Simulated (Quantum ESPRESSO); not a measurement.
A working Quantum ESPRESSO input for YBPd3 (Pm-3m, 5 atoms in the cell) (DFT, PBEsol, plane waves, GBRV 1.5 ultrasoft (PBESOL) pseudopotentials):

```fortran
&CONTROL
   calculation = 'scf'
   outdir = './tmp'
   pseudo_dir = './'
   tprnfor = .true.
   tstress = .true.
/
&SYSTEM
   ibrav = 1
   celldm(1) = 8.3366042776
   nat = 5
   ntyp = 3
   ecutwfc = 40
   ecutrho = 320
   occupations = 'smearing'
   smearing = 'gauss'
   degauss = 0.0036749
/
&ELECTRONS
   conv_thr = 1.0d-10
/
ATOMIC_SPECIES
Y     88.9058  y_pbesol_v1.4.uspp.F.UPF
B     10.8100  b_pbesol_v1.4.uspp.F.UPF
Pd   106.4200  pd_pbesol_v1.4.uspp.F.UPF
ATOMIC_POSITIONS {crystal}
Y     0.0000000000    0.0000000000    0.0000000000
B     0.5000000000    0.5000000000    0.5000000000
Pd    0.0000000000    0.5000000000    0.5000000000
Pd    0.5000000000    0.0000000000    0.5000000000
Pd    0.5000000000    0.5000000000    0.0000000000
K_POINTS {automatic}
10 10 10  0 0 0
```

The run converged in 14 iterations: free energy E − TS -9457.8476 eV; Fermi level (on the code's own zero) 14.29 eV; pressure -13.13 GPa. Each of these slips is then made, one at a time:

(1)
```diff
-   ntyp = 3
+   ntyp = 2
```

(2)
```diff
-   pseudo_dir = './'
+   pseudo_dir = './pseudo'
```

What happens in each case?


(1) A species count that does not match the list of species. The program stopped before any SCF iteration.
```
Error in routine read_cards (3):
species Pd in ATOMIC_POSITIONS is nonexistent
```

(2) A wrong folder for the potentials. The program stopped before any SCF iteration.
```
Error in routine readpp (1):
file ./pseudo/y_pbesol_v1.4.uspp.F.UPF not found
```

The starting cell comes from a database of computed structures (which also holds hypothetical and non-ambient phases and stackings), without a prior relaxation at this level. Its lattice was rescaled by a random factor within 2.5 % of one. Spin polarisation is off. In the base run, with a pressure of about -13 GPa the cell is away from its equilibrium volume at this level.

Left out of this page: 4 runs of the series outside the window shown, repeating another row's setting, or not comparable.
